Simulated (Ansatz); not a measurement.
System: interstitial Ti in monoclinic HfO2 (charge state +4). Computed with PBE, PAW (plane waves to 420 eV; Ansatz, an electronic-structure program).

96-site cell at the relaxed PBE lattice, the Γ point alone, smearing 0.01 eV, spin-restricted, no finite-size correction. Static, classical nuclei. Spin-orbit coupling is left out. The charge state is imposed; whether it is stable for some Fermi level was not computed. Sites that were not tried may lie lower.

Barriers: single points on a 2×2×2 k-point mesh shifted by half a step at the bands' geometries.

The step: a direct jump of one Ti atom (a rearrangement that moves the defect's centre by under 1 Å); the atom moves 0.94 Å along (-0.15, 0.10, -0.05) of the unit cell; the moving atom starts with neighbours O at 1.84, O at 1.87, 2 O at 1.91, O at 1.97 Å and ends with O at 1.84, O at 1.87, 2 O at 1.91, O at 1.97 Å.

Question: What migration barrier of this step does PBE, PAW give?

Answer: 0.31 eV, the same both ways. At the saddle the moving atom has neighbours 2 O at 1.90, 2 O at 1.91, 2 O at 2.12 Å. The program found a first-order saddle point.
